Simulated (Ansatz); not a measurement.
The parent structure is BeSe in the zinc blende structure (space group F-43m, No. 216; a = 5.129 Å).

Calculations: Ansatz (a quantum-chemistry and plane-wave program) PBEsol, scalar-relativistic without spin-orbit coupling.

One change was made to it. Results:

The smallest direct gap rises by 0.263 eV (4.28 eV → 4.55 eV); the hole mass (degenerate bands, along [100]) becomes 0.24, 0.44, 0.44 mₑ (at Γ) (base: 0.23, 0.46, 0.46 mₑ (at Γ)); the volume per atom decreases by 0.585 Å³ (16.86 Å³ → 16.28 Å³).

Task: Which change produced these results?
A) pressure 0.7 GPa
B) pressure 10 GPa
C) pressure −2 GPa
D) pressure 3 GPa

Result: D, pressure 3 GPa. For comparison, the smallest direct gap in the other runs: pressure −2 GPa gives 4.09 eV; pressure 10 GPa gives 4.89 eV; pressure 0.7 GPa gives 4.35 eV.

Load acts through the strain it causes; cell and atoms are relaxed under it. Effective masses come from finite differences of ±0.01 Å⁻¹. No phonon test of stability was made. No other phases were tried under pressure.
